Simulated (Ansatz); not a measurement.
Na in the bcc (W type) structure (space group Im-3m, No. 229)

```cif
data_Na
_chemical_formula_sum 'Na1'
_space_group_name_H-M_alt 'P 1'
_space_group_IT_number 1
_cell_length_a 3.63453
_cell_length_b 3.63453
_cell_length_c 3.63453
_cell_angle_alpha 109.471
_cell_angle_beta 109.471
_cell_angle_gamma 109.471
loop_
_space_group_symop_operation_xyz
  'x, y, z'
loop_
_atom_site_label
_atom_site_type_symbol
_atom_site_fract_x
_atom_site_fract_y
_atom_site_fract_z
_atom_site_occupancy
Na1 Na 0.00000 0.00000 0.00000 1
```

The values are results of PBE/PAW in Ansatz (a program for electronic structure), no spin-orbit coupling, earlier PAW set, not measurements. Settings: 16×16×16 k-points, 0.05 eV Fermi–Dirac smearing.

```yaml
volume_per_atom: 36.96 Å³
density: 1.03 g/cm³
band_gap: zero
total_energy: -1486.417 eV/atom (σ→0; compares only within this code and set-up)
```

No phonon test of stability was made.
